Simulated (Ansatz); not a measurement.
Input and output of a self-consistent single point for Cu3AsS4 (R3m, 8 atoms in the cell) (Ansatz, a program for electronic structure).

Computed with PBEsol, default PAW files made with PBE (plane waves; Ansatz).

```yaml
crystal:
  lattice:
    - [5.28551, 0.00000, 0.00000]
    - [0.00000, 5.28551, 0.00000]
    - [0.00000, 0.00000, 5.28551]
  atoms:
    - { symbol: Cu, position: [0.00000, 0.50000, 0.50000] }
    - { symbol: Cu, position: [0.50000, 0.00000, 0.50000] }
    - { symbol: Cu, position: [0.50000, 0.50000, 0.00000] }
    - { symbol: As, position: [0.00546, 0.00546, 0.00546] }
    - { symbol: S, position: [0.25268, 0.74732, 0.74732] }
    - { symbol: S, position: [0.74732, 0.74732, 0.25268] }
    - { symbol: S, position: [0.74732, 0.25268, 0.74732] }
    - { symbol: S, position: [0.25268, 0.25268, 0.25268] }
```

Reference input (self-consistent single point, DFT, PBEsol, plane waves, default PAW files made with PBE): basis.ecutwfc = 420 eV; kpoints.mp_grid.grid = 6 6 6; hamiltonian.xc = pbesol; hamiltonian.pseudopotentials = {kind: paw} (the program's default PAW files); scf.occupations.method = gaussian; scf.occupations.width = 0.1 eV. This run's input differs from it in these lines:

Ansatz 0.2 input:
```diff
@@ -18,3 +18,3 @@
 kpoints:
-  mp_grid: { grid: [6, 6, 6] }
+  mp_grid: { grid: [4, 4, 4] }
 hamiltonian:
@@ -23,3 +23,3 @@
 scf:
-  occupations: { method: gaussian, width: 0.1 }
+  occupations: { method: gaussian, width: 0.3 }
 output:
```

Log, with long lists cut:

```
SCF iter   1: F=—  HF=-28120.758916 eV  |F-HF|=—  |Δ(HF+E_count)|=         —  Δρ=1.13e-2  dr2=1.30e-1  ethr=1.77e-3  ⟨swp⟩=6.2  Hψ=2768  notcnv=0
all-band conjugate gradients solve this SCF's bands
preconditioner: auto → LDOS
SCF iter   2: F=—  HF=-28120.775503 eV  |F-HF|=—  |Δ(HF+E_count)|=   1.66e-2  Δρ=1.40e-2  dr2=1.64e-1  ethr=1.35e-4  ⟨swp⟩=2.0  Hψ=1506  notcnv=0
   [... lines left out ...]
SCF iter   5: F=—  HF=-28120.732339 eV  |F-HF|=—  |Δ(HF+E_count)|=   3.03e-4  Δρ=4.25e-4  dr2=1.85e-4  ethr=1.84e-6  ⟨swp⟩=2.0  Hψ=875  notcnv=0
SCF iter   6: F=—  HF=-28120.732305 eV  |F-HF|=—  |Δ(HF+E_count)|=   3.31e-5  Δρ=5.30e-5  dr2=3.05e-6  ethr=1.93e-7  ⟨swp⟩=2.0  Hψ=969  notcnv=0
SCF iter   7: F=—  HF=-28120.732535 eV  |F-HF|=—  |Δ(HF+E_count)|=   2.30e-4  Δρ=3.83e-6  dr2=1.07e-8  ethr=1.04e-10  ⟨swp⟩=7.9  Hψ=3551  notcnv=0
SCF iter   8: F=-28120.732535 eV  HF=-28120.732535 eV  |F-HF|=2.40e-10  |Δ(HF+E_count)|=   9.81e-9  Δρ=9.75e-7  dr2=1.24e-9  ethr=1.12e-11  ⟨swp⟩=1.5  Hψ=2005  notcnv=0
SCF 1 converged in 8 iterations: F = -28120.732535 eV  dr2 = 1.24e-9
Free energy (F): -28120.732535 eV
Internal energy: -28120.605516 eV  (E = F + TS)
E sigma→0 (E₀):  -28120.669026 eV
Entropy (-TS):   -0.127020 eV (-15.877 meV/atom)
Fermi energy:    8.570420 eV
--- Forces (eV/Å), atoms counted from 1 ---
  atom   1  Cu    -0.04643383     0.03522925     0.03522925
  atom   2  Cu     0.03522925    -0.04643383     0.03522925
  atom   3  Cu     0.03522925     0.03522925    -0.04643383
  atom   4  As    -0.31920783    -0.31920783    -0.31920783
  atom   5  S      0.18182400    -0.12520412    -0.12520412
  atom   6  S     -0.12520412    -0.12520412     0.18182400
  atom   7  S     -0.12520412     0.18182400    -0.12520412
  atom   8  S      0.36377000     0.36377000     0.36377000
--- Stress (GPa, compression-positive) ---
       -2.336515       0.219546       0.219546
        0.219546      -2.336515       0.219546
        0.219546       0.219546      -2.336515
  P = ⅓ Tr σ = -2.3365 GPa (-23.365 kbar)
  The stress holds the Pulay correction. Without it, at fixed plane waves, as pw.x and ABINIT print it: P = -2.3759 GPa
```

The run converged in 8 iterations. Against the reference run the free energy goes down by 5.0 meV/atom, the pressure goes from -2.58 to -2.34 GPa and the largest force goes from 0.582 to 0.630 eV/Å.

The starting cell comes from a database of computed structures (which also holds hypothetical and non-ambient phases and stackings), without a prior relaxation at this level. Its lattice was rescaled by up to half a per cent. One atom was moved a little off its site on purpose. Spin polarisation is off. Ansatz's pressure includes its estimate of the finite-basis (Pulay) stress. The run gives no clean gap (levels at the Fermi energy touch, overlap or are partly filled at this smearing), which alone does not show that the compound is a metal.
